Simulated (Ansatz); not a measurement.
The parent structure is GaAs in the zinc blende structure (space group F-43m, No. 216; a = 5.603 Å). Axes: x, y, z lie along the cube axes.

Now apply this change: biaxial strain −0.50 %, plane normal [001], relaxed out of plane (Cartesian); in-plane vectors clamped, the third vector and the atoms free.

Level of theory: LDA, PAW, 420 eV (Ansatz, a program for electronic structure; without spin-orbit coupling).

Problem. Give the band edges at the high-symmetry points of the new zone, measured from its valence-band maximum.

Solution. 
```csv
point,valence edge (eV),conduction edge (eV)
Γ,0.00,0.51
X,-2.84,1.25
P,-3.54,4.58
N,-1.17,0.92
M,-2.77,1.31
S,-2.32,1.89
S₀,-2.32,1.89
R,-3.54,4.64
G,-3.54,4.64
```

The gap is 0.51 eV, direct at Γ.

No phonon test of stability was made. k-point labels follow each cell's own Brillouin zone.
